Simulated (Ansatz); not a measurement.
Take Rh in the fcc (Cu type) structure (space group Fm-3m, No. 225; a = 3.830 Å) as the base.

Calculations: Ansatz (a first-principles code), PBE, PAW, cutoff 420 eV, no spin-orbit coupling, earlier PAW set.

One change was made to it. Results:

The shortest interatomic distance falls by 0.0648 Å, from 2.708 Å to 2.644 Å; the density rises by 0.92 g/cm³ to 13.08 g/cm³.

Question: Which of these changes matches the shifts?
A) pressure 2.1 GPa
B) pressure 0.9 GPa
C) pressure 22.5 GPa

Answer: C, pressure 22.5 GPa. For comparison, the shortest interatomic distance in the other runs: pressure 0.9 GPa gives 2.705 Å; pressure 2.1 GPa gives 2.701 Å.

Load acts through the strain it causes; cell and atoms are relaxed under it. Stability against distortions was not tested. No other phases were tried under pressure. All final runs are without spin polarisation.
